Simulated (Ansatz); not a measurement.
L1₂ (Cu3Au-type) Ni3Fe, treated with r²SCAN+rVV10 (Ansatz, a program for electronic structure, plane waves, PAW).

Run with plane-wave cutoff 560 eV, 16×16×16 k mesh, Fermi–Dirac smearing 0.05 eV, spin-polarised with parallel moments, scalar-relativistic PAW data made under PBE.

Computed points:

```
V (Å³/atom)  E − E_lowest (meV/atom)
-----------  -----------------------
10.096                         29.56
10.311                         12.65
10.526                          3.04
10.740                          0.00
10.955                          2.83
11.170                         10.89
11.385                         23.64
```

Task: What bulk modulus B0 and pressure derivative B′ does a third-order Birch–Murnaghan fit give?

Result: V0 = 10.741 Å³/atom, B0 = 218 GPa, B′ = 4.6 (fit to the energies at full precision).
